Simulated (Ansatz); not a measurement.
The starting structures come from a database of crystals and need not be the phases stable at ambient conditions.

Inside the gap of an insulator the Bloch states are evanescent, with a wavenumber k + iκ along the transport direction.

Data:

```
CELL_PARAMETERS angstrom
      6.27687     0.00000     0.00000
     -3.13843     5.43593     0.00000
      3.13844     1.81198    10.12969
ATOMIC_POSITIONS crystal
  Cs 0.43893 0.21946 0.34161
  Cs 0.56107 0.78054 0.65839
  Cs 0.25627 0.62814 0.11559
  Cs 0.74373 0.37186 0.88441
  Na 0.80420 0.90210 0.29370
  Na 0.19580 0.09790 0.70630
  Al 0.00000 0.00000 0.00000
  Al 0.00000 0.50000 0.50000
  F  0.07089 0.74619 0.60441
  F  0.92911 0.25381 0.39559
  F  0.64940 0.32470 0.60441
  F  0.35060 0.67530 0.39559
  F  0.07089 0.32470 0.60441
  F  0.92911 0.67530 0.39559
  F  0.79131 0.69113 0.10851
  F  0.20869 0.30887 0.89149
  F  0.20036 0.10018 0.10851
  F  0.79964 0.89982 0.89149
  F  0.79131 0.10018 0.10851
  F  0.20869 0.89982 0.89149
```

The cell is taken as given; by r2SCAN it stands under a pressure of -2.8 GPa.

Transport runs along the normal of the first two printed cell vectors, the (001) plane of the conventional cell.

The gap is the functional's own. No spin-orbit coupling. Mid-gap values are those at the computed energy nearest the middle.

Q: State the band gap and the smallest decay constant κ at mid-gap according to Ansatz (a program for electronic structure) with r2SCAN.

A: Gap 7.59 eV on a 6×6×6 mesh; κ = 0.510 1/Å, at the zone centre.
